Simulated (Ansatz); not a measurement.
Defect migration in silicon: interstitial P, charge state -1. All values below come from PBE, PAW (plane waves to 420 eV; Ansatz, a quantum-chemistry and plane-wave program).

216-site cell at the relaxed PBE lattice, one k-point at (0.250, 0.250, 0.250), smearing 0.01 eV, spin-restricted, no finite-size correction. No zero-point or tunnelling terms. The charge state is imposed; whether it is stable for some Fermi level was not computed. Sites that were not tried may lie lower.

Barriers: single points on a 2×2×2 k-point mesh shifted by half a step at the bands' geometries.

Relaxed starting cell (atoms counted from 1):

```yaml
crystal:
  lattice:
    - [16.41000, 0.00000, 0.00000]
    - [0.00000, 16.41000, 0.00000]
    - [0.00000, 0.00000, 16.41000]
  atoms:
    - { symbol: Si, position: [0.97550, 0.97900, 0.14557] }
    - { symbol: Si, position: [0.99947, 0.99995, 0.50090] }
    - { symbol: Si, position: [0.99947, 0.99928, 0.83368] }
    - { symbol: Si, position: [0.99972, 0.33358, 0.16689] }
    - { symbol: Si, position: [0.00028, 0.33413, 0.50127] }
    - { symbol: Si, position: [0.99951, 0.33213, 0.83445] }
    - { symbol: Si, position: [0.99931, 0.66604, 0.16630] }
    - { symbol: Si, position: [0.99960, 0.66628, 0.50025] }
    - { symbol: Si, position: [0.99908, 0.66306, 0.83017] }
    - { symbol: Si, position: [0.33191, 0.00077, 0.16666] }
    - { symbol: Si, position: [0.33637, 0.99990, 0.50321] }
    - { symbol: Si, position: [0.33295, 0.99945, 0.83349] }
    - { symbol: Si, position: [0.33810, 0.33800, 0.16644] }
    - { symbol: Si, position: [0.33316, 0.33336, 0.50038] }
    - { symbol: Si, position: [0.33265, 0.33284, 0.83412] }
    - { symbol: Si, position: [0.33233, 0.66701, 0.16635] }
    - { symbol: Si, position: [0.33289, 0.66699, 0.49991] }
    - { symbol: Si, position: [0.33269, 0.66634, 0.83335] }
    - { symbol: Si, position: [0.66574, 0.99937, 0.16639] }
    - { symbol: Si, position: [0.66600, 0.99966, 0.50020] }
    - { symbol: Si, position: [0.66410, 0.99904, 0.83151] }
    - { symbol: Si, position: [0.66589, 0.33326, 0.16654] }
    - { symbol: Si, position: [0.66677, 0.33322, 0.50025] }
    - { symbol: Si, position: [0.66642, 0.33265, 0.83326] }
    - { symbol: Si, position: [0.66563, 0.66604, 0.16604] }
    - { symbol: Si, position: [0.66615, 0.66622, 0.49956] }
    - { symbol: Si, position: [0.66599, 0.66602, 0.83319] }
    - { symbol: Si, position: [0.08367, 0.24944, 0.08605] }
    - { symbol: Si, position: [0.08364, 0.25178, 0.41860] }
    - { symbol: Si, position: [0.08323, 0.24946, 0.75098] }
    - { symbol: Si, position: [0.08290, 0.58283, 0.08321] }
    - { symbol: Si, position: [0.08305, 0.58306, 0.41705] }
    - { symbol: Si, position: [0.08322, 0.58097, 0.74862] }
    - { symbol: Si, position: [0.07890, 0.90710, 0.07579] }
    - { symbol: Si, position: [0.08304, 0.91671, 0.41835] }
    - { symbol: Si, position: [0.08283, 0.91613, 0.75020] }
    - { symbol: Si, position: [0.41689, 0.25030, 0.08336] }
    - { symbol: Si, position: [0.41754, 0.25042, 0.41758] }
    - { symbol: Si, position: [0.41618, 0.24996, 0.75062] }
    - { symbol: Si, position: [0.41599, 0.58353, 0.08352] }
    - { symbol: Si, position: [0.41645, 0.58373, 0.41690] }
    - { symbol: Si, position: [0.41628, 0.58311, 0.75018] }
    - { symbol: Si, position: [0.41500, 0.91675, 0.08368] }
    - { symbol: Si, position: [0.41574, 0.91640, 0.41632] }
    - { symbol: Si, position: [0.41631, 0.91648, 0.75021] }
    - { symbol: Si, position: [0.74898, 0.24982, 0.08333] }
    - { symbol: Si, position: [0.74980, 0.24959, 0.41684] }
    - { symbol: Si, position: [0.75030, 0.24956, 0.75033] }
    - { symbol: Si, position: [0.74907, 0.58248, 0.08316] }
    - { symbol: Si, position: [0.75001, 0.58318, 0.41652] }
    - { symbol: Si, position: [0.74961, 0.58273, 0.75004] }
    - { symbol: Si, position: [0.74868, 0.91585, 0.08283] }
    - { symbol: Si, position: [0.74906, 0.91634, 0.41686] }
    - { symbol: Si, position: [0.74875, 0.91591, 0.74931] }
    - { symbol: Si, position: [0.00059, 0.16361, 0.00358] }
    - { symbol: Si, position: [0.99720, 0.17049, 0.33757] }
    - { symbol: Si, position: [0.99977, 0.16632, 0.66733] }
    - { symbol: Si, position: [0.99954, 0.49918, 0.00005] }
    - { symbol: Si, position: [0.99975, 0.49978, 0.33346] }
    - { symbol: Si, position: [0.99949, 0.49858, 0.66639] }
    - { symbol: Si, position: [0.99837, 0.82546, 0.99265] }
    - { symbol: Si, position: [0.00065, 0.83287, 0.33389] }
    - { symbol: Si, position: [0.99950, 0.83282, 0.66667] }
    - { symbol: Si, position: [0.33332, 0.16574, 0.00099] }
    - { symbol: Si, position: [0.33440, 0.16765, 0.33435] }
    - { symbol: Si, position: [0.33294, 0.16643, 0.66749] }
    - { symbol: Si, position: [0.33301, 0.49982, 0.99998] }
    - { symbol: Si, position: [0.33339, 0.50048, 0.33346] }
    - { symbol: Si, position: [0.33289, 0.49979, 0.66692] }
    - { symbol: Si, position: [0.33180, 0.83335, 0.99981] }
    - { symbol: Si, position: [0.33082, 0.83461, 0.33198] }
    - { symbol: Si, position: [0.33305, 0.83296, 0.66678] }
    - { symbol: Si, position: [0.66589, 0.16600, 0.99961] }
    - { symbol: Si, position: [0.66603, 0.16632, 0.33369] }
    - { symbol: Si, position: [0.66660, 0.16632, 0.66713] }
    - { symbol: Si, position: [0.66618, 0.49917, 0.99970] }
    - { symbol: Si, position: [0.66642, 0.50015, 0.33320] }
    - { symbol: Si, position: [0.66628, 0.49954, 0.66663] }
    - { symbol: Si, position: [0.66546, 0.83244, 0.99976] }
    - { symbol: Si, position: [0.66606, 0.83294, 0.33287] }
    - { symbol: Si, position: [0.66570, 0.83260, 0.66600] }
    - { symbol: Si, position: [0.10406, 0.10346, 0.27388] }
    - { symbol: Si, position: [0.08329, 0.08330, 0.58394] }
    - { symbol: Si, position: [0.08304, 0.08189, 0.91777] }
    - { symbol: Si, position: [0.08338, 0.41662, 0.25037] }
    - { symbol: Si, position: [0.08363, 0.41663, 0.58405] }
    - { symbol: Si, position: [0.08332, 0.41569, 0.91731] }
    - { symbol: Si, position: [0.08279, 0.74906, 0.24998] }
    - { symbol: Si, position: [0.08313, 0.74940, 0.58379] }
    - { symbol: Si, position: [0.08325, 0.74472, 0.91160] }
    - { symbol: Si, position: [0.41599, 0.08340, 0.25021] }
    - { symbol: Si, position: [0.41809, 0.08362, 0.58553] }
    - { symbol: Si, position: [0.41617, 0.08325, 0.91674] }
    - { symbol: Si, position: [0.41953, 0.41963, 0.25059] }
    - { symbol: Si, position: [0.41649, 0.41664, 0.58369] }
    - { symbol: Si, position: [0.41633, 0.41632, 0.91699] }
    - { symbol: Si, position: [0.41523, 0.75052, 0.25016] }
    - { symbol: Si, position: [0.41641, 0.75002, 0.58326] }
    - { symbol: Si, position: [0.41555, 0.74982, 0.91703] }
    - { symbol: Si, position: [0.74879, 0.08270, 0.25022] }
    - { symbol: Si, position: [0.74949, 0.08301, 0.58366] }
    - { symbol: Si, position: [0.74639, 0.08278, 0.91321] }
    - { symbol: Si, position: [0.74944, 0.41637, 0.25007] }
    - { symbol: Si, position: [0.75012, 0.41645, 0.58352] }
    - { symbol: Si, position: [0.74977, 0.41568, 0.91679] }
    - { symbol: Si, position: [0.74838, 0.74853, 0.24942] }
    - { symbol: Si, position: [0.74942, 0.74944, 0.58291] }
    - { symbol: Si, position: [0.74930, 0.74930, 0.91652] }
    - { symbol: Si, position: [0.16485, 0.99867, 0.00157] }
    - { symbol: Si, position: [0.17203, 0.00067, 0.34264] }
    - { symbol: Si, position: [0.16639, 0.99966, 0.66718] }
    - { symbol: Si, position: [0.16616, 0.33255, 0.00126] }
    - { symbol: Si, position: [0.16738, 0.33424, 0.33395] }
    - { symbol: Si, position: [0.16637, 0.33306, 0.66760] }
    - { symbol: Si, position: [0.16601, 0.66589, 0.99942] }
    - { symbol: Si, position: [0.16612, 0.66645, 0.33371] }
    - { symbol: Si, position: [0.16625, 0.66588, 0.66684] }
    - { symbol: Si, position: [0.49885, 0.99955, 0.00017] }
    - { symbol: Si, position: [0.49924, 0.99991, 0.33341] }
    - { symbol: Si, position: [0.50013, 0.99941, 0.66727] }
    - { symbol: Si, position: [0.49992, 0.33315, 0.00000] }
    - { symbol: Si, position: [0.50049, 0.33378, 0.33371] }
    - { symbol: Si, position: [0.49962, 0.33304, 0.66700] }
    - { symbol: Si, position: [0.49908, 0.66632, 0.99977] }
    - { symbol: Si, position: [0.49914, 0.66709, 0.33302] }
    - { symbol: Si, position: [0.49946, 0.66636, 0.66660] }
    - { symbol: Si, position: [0.82754, 0.99836, 0.99455] }
    - { symbol: Si, position: [0.83221, 0.99985, 0.33385] }
    - { symbol: Si, position: [0.83266, 0.99958, 0.66696] }
    - { symbol: Si, position: [0.83320, 0.33231, 0.00008] }
    - { symbol: Si, position: [0.83291, 0.33275, 0.33306] }
    - { symbol: Si, position: [0.83326, 0.33283, 0.66676] }
    - { symbol: Si, position: [0.83233, 0.66526, 0.99960] }
    - { symbol: Si, position: [0.83306, 0.66662, 0.33302] }
    - { symbol: Si, position: [0.83260, 0.66577, 0.66603] }
    - { symbol: Si, position: [0.25712, 0.25730, 0.25137] }
    - { symbol: Si, position: [0.24991, 0.25023, 0.58423] }
    - { symbol: Si, position: [0.24987, 0.24933, 0.91788] }
    - { symbol: Si, position: [0.24963, 0.58349, 0.25013] }
    - { symbol: Si, position: [0.24998, 0.58349, 0.58349] }
    - { symbol: Si, position: [0.24970, 0.58283, 0.91665] }
    - { symbol: Si, position: [0.24618, 0.91900, 0.24909] }
    - { symbol: Si, position: [0.25006, 0.91667, 0.58378] }
    - { symbol: Si, position: [0.24872, 0.91692, 0.91631] }
    - { symbol: Si, position: [0.58301, 0.24984, 0.25018] }
    - { symbol: Si, position: [0.58368, 0.25006, 0.58397] }
    - { symbol: Si, position: [0.58289, 0.24971, 0.91663] }
    - { symbol: Si, position: [0.58330, 0.58408, 0.25018] }
    - { symbol: Si, position: [0.58305, 0.58312, 0.58340] }
    - { symbol: Si, position: [0.58276, 0.58287, 0.91679] }
    - { symbol: Si, position: [0.58235, 0.91635, 0.24992] }
    - { symbol: Si, position: [0.58253, 0.91634, 0.58308] }
    - { symbol: Si, position: [0.58218, 0.91624, 0.91673] }
    - { symbol: Si, position: [0.91584, 0.24975, 0.24904] }
    - { symbol: Si, position: [0.91683, 0.24972, 0.58360] }
    - { symbol: Si, position: [0.91772, 0.24803, 0.91889] }
    - { symbol: Si, position: [0.91622, 0.58289, 0.24993] }
    - { symbol: Si, position: [0.91648, 0.58251, 0.58327] }
    - { symbol: Si, position: [0.91621, 0.58218, 0.91630] }
    - { symbol: Si, position: [0.91206, 0.91211, 0.25259] }
    - { symbol: Si, position: [0.91600, 0.91634, 0.58365] }
    - { symbol: Si, position: [0.91534, 0.91502, 0.91529] }
    - { symbol: Si, position: [0.17404, 0.17571, 0.17086] }
    - { symbol: Si, position: [0.16684, 0.16683, 0.50100] }
    - { symbol: Si, position: [0.16600, 0.16592, 0.83468] }
    - { symbol: Si, position: [0.16647, 0.49984, 0.16677] }
    - { symbol: Si, position: [0.16652, 0.50020, 0.50061] }
    - { symbol: Si, position: [0.16615, 0.49915, 0.83366] }
    - { symbol: Si, position: [0.16361, 0.83323, 0.16606] }
    - { symbol: Si, position: [0.16634, 0.83283, 0.50072] }
    - { symbol: Si, position: [0.16634, 0.83235, 0.83277] }
    - { symbol: Si, position: [0.49948, 0.16654, 0.16685] }
    - { symbol: Si, position: [0.50035, 0.16675, 0.50094] }
    - { symbol: Si, position: [0.49946, 0.16619, 0.83336] }
    - { symbol: Si, position: [0.50106, 0.50171, 0.16644] }
    - { symbol: Si, position: [0.49964, 0.49993, 0.50006] }
    - { symbol: Si, position: [0.49950, 0.49955, 0.83341] }
    - { symbol: Si, position: [0.49870, 0.83321, 0.16646] }
    - { symbol: Si, position: [0.49933, 0.83312, 0.49937] }
    - { symbol: Si, position: [0.49904, 0.83271, 0.83350] }
    - { symbol: Si, position: [0.83135, 0.16592, 0.16664] }
    - { symbol: Si, position: [0.83285, 0.16632, 0.50058] }
    - { symbol: Si, position: [0.83336, 0.16629, 0.83393] }
    - { symbol: Si, position: [0.83262, 0.49961, 0.16662] }
    - { symbol: Si, position: [0.83316, 0.49947, 0.49967] }
    - { symbol: Si, position: [0.83278, 0.49893, 0.83323] }
    - { symbol: Si, position: [0.83105, 0.83089, 0.16607] }
    - { symbol: Si, position: [0.83282, 0.83308, 0.49990] }
    - { symbol: Si, position: [0.83211, 0.83224, 0.83215] }
    - { symbol: Si, position: [0.24809, 0.08400, 0.08489] }
    - { symbol: Si, position: [0.25499, 0.08432, 0.42204] }
    - { symbol: Si, position: [0.24950, 0.08312, 0.75082] }
    - { symbol: Si, position: [0.25023, 0.41677, 0.08366] }
    - { symbol: Si, position: [0.25009, 0.41743, 0.41736] }
    - { symbol: Si, position: [0.24991, 0.41635, 0.75059] }
    - { symbol: Si, position: [0.24837, 0.75015, 0.08348] }
    - { symbol: Si, position: [0.24959, 0.75035, 0.41649] }
    - { symbol: Si, position: [0.24968, 0.74950, 0.74975] }
    - { symbol: Si, position: [0.58250, 0.08300, 0.08329] }
    - { symbol: Si, position: [0.58271, 0.08309, 0.41702] }
    - { symbol: Si, position: [0.58235, 0.08326, 0.74950] }
    - { symbol: Si, position: [0.58283, 0.41677, 0.08343] }
    - { symbol: Si, position: [0.58365, 0.41688, 0.41708] }
    - { symbol: Si, position: [0.58308, 0.41631, 0.75021] }
    - { symbol: Si, position: [0.58208, 0.74961, 0.08330] }
    - { symbol: Si, position: [0.58291, 0.74983, 0.41643] }
    - { symbol: Si, position: [0.58267, 0.74962, 0.75007] }
    - { symbol: Si, position: [0.90695, 0.08189, 0.07757] }
    - { symbol: Si, position: [0.91589, 0.08280, 0.41745] }
    - { symbol: Si, position: [0.91626, 0.08276, 0.75044] }
    - { symbol: Si, position: [0.91597, 0.41620, 0.08356] }
    - { symbol: Si, position: [0.91667, 0.41604, 0.41662] }
    - { symbol: Si, position: [0.91666, 0.41557, 0.75055] }
    - { symbol: Si, position: [0.91573, 0.74846, 0.08232] }
    - { symbol: Si, position: [0.91661, 0.74990, 0.41680] }
    - { symbol: Si, position: [0.91596, 0.74888, 0.74920] }
    - { symbol: P, position: [0.09290, 0.04151, 0.15631] }
```
Cell charge -1.

End state 1 differs by these moves (Å; atoms that move under 0.08 Å are left out):

```csv
atom,element,Δx,Δy,Δz
56,Si,0.06,0.03,0.08
110,Si,-0.03,-0.06,-0.08
217,P,-0.84,0.84,0.00
```

**Question.** What forward and backward barriers to end state 1 does PBE, PAW give?

**Answer.** forward 0.085 eV, backward 0.085 eV; at the saddle point atom 217 has neighbours Si at 2.16, Si at 2.20, Si at 2.63 Å. The program found a first-order saddle point.
